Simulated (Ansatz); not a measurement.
## Short convergence ladders for Ag (Im-3m, 1 atom in the cell)

```
Ag
1.0
   -1.66393     1.66393     1.66393
    1.66393    -1.66393     1.66393
    1.66393     1.66393    -1.66393
Ag
1
Direct
  0.00000   0.00000   0.00000
```

Base method: LDA (PW92), default PAW files made with PBE (plane waves; Ansatz, a program for electronic structure).

Base settings: basis.ecutwfc = 30.9 Ry; kpoints.mp_grid.grid = 14 14 14; hamiltonian.xc = lda; hamiltonian.pseudopotentials = {kind: paw} (the program's default PAW files); scf.occupations.method = fermi_dirac; scf.occupations.width = 0.0073 Ry.

The count of work is k-points × plane waves × bands × iterations; it is no time. 

**The cutoff for other potential files**

Level: DFT, LDA (PW92), plane waves, harder PAW files (source: ansatz) made with PBE.

In this ladder: hamiltonian.pseudopotentials = {kind: paw, source: ansatz}.

The second cell is the first with its lattice scaled by 0.98.

The mesh stays at the base's, so the ladder's end is converged at best in this setting alone.

The first pressure column holds Ansatz's estimate of the finite-basis (Pulay) stress, which hides part of the cutoff error; the other is without it.

Only quantities that move along the ladder and can be compared are tabulated.

| basis.ecutwfc | free energy less the last step's (meV/atom) | energy of the compressed cell less the first (meV/atom) | pressure (GPa) | pressure without the Pulay estimate (GPa) | count of work / last |
|---|---|---|---|---|---|
| 15.8 Ry | 18679.37 | -27.02 | -2.07 | -715.26 | 0.11 |
| 19.5 Ry | 3693.59 | -105.76 | -15.34 | -202.17 | 0.14 |
| 24.6 Ry | 301.31 | -70.92 | -12.81 | -35.70 | 0.20 |
| 30.1 Ry | 9.97 | -69.35 | -12.23 | -13.41 | 0.29 |
| 35.3 Ry | 1.83 | -69.82 | -12.29 | -12.31 | 0.34 |
| 42.3 Ry | 1.30 | -69.83 | -12.29 | -12.30 | 0.48 |
| 52.9 Ry | 0.47 | -69.83 | -12.29 | -12.31 | 0.63 |
| 70.6 Ry | 0.00 | -69.82 | -12.29 | -12.30 | 1.0 |

Coarsest basis.ecutwfc that holds the pressure without the Pulay estimate within 0.2 GPa of the last step, with all finer ones: 35.3 Ry, at 0.34 of the last step's count of work; the step before is off by 1.1 GPa.

Coarsest basis.ecutwfc that holds the free energy within 5 meV/atom of the last step, with all finer ones: 35.3 Ry, at 0.34 of the last step's count of work; the step before is off by 10.0 meV/atom.

Coarsest basis.ecutwfc that holds the energy of the compressed cell less the first within 1 meV/atom of the last step, with all finer ones: 30.1 Ry, at 0.29 of the last step's count of work; the step before is off by 1.1 meV/atom.

The energy difference between the two cells stays within 1 meV/atom of the last step's from 30.1 Ry on, the total only from 52.9 Ry on: much of the error is common to both cells and cancels.

At the lowest cutoff the pressure without the Pulay estimate lies 703 GPa under the last step's, the usual sign of Pulay stress in an incomplete plane-wave basis.

**The density cutoff**

The mesh stays at the base's, so the ladder's end is converged at best in this setting alone.

Only quantities that move along the ladder and can be compared are tabulated.

| basis.ecutrho_ratio | free energy less the last step's (meV/atom) |
|---|---|
| 2 | 0.97 |
| 3 | -0.01 |
| 4 | 0.00 |
| 5 | 0.00 |
| 6 | 0.00 |
| 8 | 0.00 |
| 10 | 0.00 |
| 12 | 0.00 |
| 16 | 0.00 |

Coarsest basis.ecutrho_ratio that holds the free energy within 0.5 meV/atom of the last step, with all finer ones: 3; the step before is off by 0.97 meV/atom.

**The relaxed cell against the cutoff**

In this ladder: relax = cell and atoms.

The mesh stays at the base's, so the ladder's end is converged at best in this setting alone.

Only quantities that move along the ladder and can be compared are tabulated.

| basis.ecutwfc | relaxed volume (Å³/atom) | relaxation steps |
|---|---|---|
| 18.4 Ry | 16.778 | 27 |
| 21.7 Ry | 16.098 | 16 |
| 26.1 Ry | 16.116 | 7 |
| 30.9 Ry | 16.120 | 5 |
| 37.1 Ry | 16.120 | 5 |
| 46.3 Ry | 16.121 | 5 |
| 61.7 Ry | 16.120 | 5 |

Coarsest basis.ecutwfc that holds the relaxed volume within 0.081 Å³/atom of the last step, with all finer ones: 21.7 Ry; the step before is off by 0.66 Å³/atom.

At the lowest cutoff the cell relaxes to a volume 4.1 % larger than at the highest. Ansatz relaxes on a stress corrected for the finite basis.

On the base run: the starting cell comes from a database of computed structures (which also holds hypothetical and non-ambient phases and stackings), without a prior relaxation at this level. Its lattice was rescaled by up to half a per cent.

Left out of this page: 1 run of the series failed or unconverged.

Keys are those of Ansatz 0.2.
